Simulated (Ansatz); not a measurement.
**Effect of uniaxial strain ε_zz = −3.22 % on WSe2**

Base system: WSe₂ in the 2H-MoS2 type structure (space group P6_3/mmc, No. 194; a = 3.2999 Å, c = 13.1513 Å; layered, stacked along the Cartesian z axis). Axes: x lies along a and z along c of the hexagonal cell.

The change: the cell is compressed by 3.22 % along z with no lateral relaxation; the atoms relax in the strained cell.

Computed with r2SCAN+rVV10, PAW, 500 eV (Ansatz, a first-principles code; spin-orbit coupling left out). Γ-centred 11×11×3 mesh, Fermi–Dirac width 0.05 eV.

- Volume per atom = 20.00 Å³ (base 20.67 Å³)
- Space group = P6_3/mmc (No. 194) (base P6_3/mmc (No. 194))
- Shortest interatomic distance = 2.527 Å (base 2.531 Å)
- Energy relative to the base (free energy F) = +4.0 meV/atom
- Pressure (mean of the normal stresses, compression positive) = 10.2 kbar (base -0.1 kbar)
- Band gap = 0.96 eV (base 1.12 eV)
- Gap character = indirect, Γ → k = (0.182, 0.182, 0) in the run's primitive reciprocal basis (base indirect, Γ → k = (0.182, 0.182, 0) in the run's primitive reciprocal basis)
- Smallest direct gap = 1.57 eV (base 1.61 eV)
- Width of the top valence band = 1.70 eV (base 1.58 eV)
- Hole mass = 1.2 mₑ along z, 0.61 mₑ across (at Γ) (base 0.96 mₑ along c, 0.77 mₑ across (at Γ))
- Valence-band top at Γ (three highest levels, from the VBM) = 0.00, -1.08, -1.19 eV (base 0.00, -1.06, -1.29 eV)
- Stress (xx, yy, zz, yz, xz, xy; compression positive) = (0.48, 0.48, 2.12, 0.00, 0.00, 0.00) GPa

Final structure:

```xyz
6
Lattice="3.2999 0.0000 0.0000 -1.6499 2.8578 0.0000 0.0000 0.0000 12.7278" Properties=species:S:1:pos:R:3 pbc="T T T"
W      0.0000     1.9052     3.1820
W      1.6499     0.9526     9.5459
Se     0.0000     1.9052     7.8859
Se     1.6499     0.9526     1.5220
Se     1.6499     0.9526     4.8419
Se     0.0000     1.9052    11.2058
```

Spin-orbit coupling, missing from the scalar runs, can matter with W. Effective masses come from finite differences of ±0.01 Å⁻¹. Whether these cells are dynamically stable was not tested.
